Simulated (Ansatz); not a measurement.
Results of r²SCAN-D4 in Ansatz (plane waves, PAW) for CsCl-type CuZn.

Run with plane-wave cutoff 560 eV, 18×18×18 k mesh, Fermi–Dirac smearing 0.05 eV, no spin polarisation, scalar-relativistic PAW data made under PBE.

Pressure at four volumes; x = ln(V/12.278 Å³). One pressure is withheld.

```csv
V (Å³/atom),x,P (GPa)
11.542,-0.0618,10.11
12.278,0.0000,0.01
12.770,0.0393,-4.99
13.015,0.0583,?
```

Pass a parabola P(x) through the three rows shown, estimate the bulk modulus and its pressure derivative near zero pressure, and predict the withheld pressure.

Slopes between the rows: (0.01 − (10.11))/(0.0000 − (-0.0618)) = -163.43 and (-4.99 − (0.01))/(0.0393 − (0.0000)) = -127.23 GPa. Their difference over the span 0.1011 is c = 36.20/0.1011 = 358.1 GPa, so P(x) = 10.11 + (-163.43)(x − (-0.0618)) + 358.1 (x − (-0.0618))(x − (0.0000)). At the middle row B = −dP/dx = −[-163.43 + 358.1 × 0.0618] = 141.3 GPa, and B′ = dB/dP = 2c/B = 5.1. At x = 0.0583 the parabola gives -7.01 GPa; the run gives -7.07 GPa. The Birch–Murnaghan fit to the energies at all volumes has B0 = 140 GPa and B′ = 4.9.

Measured, for comparison: bulk modulus 116 GPa (temperature not stated, no zero-point or thermal correction; as tabulated in Nepal et al. (2020), arXiv:2007.11150). Computed (rounded) less measured: bulk modulus +21 %.

Ansatz is an electronic-structure program.
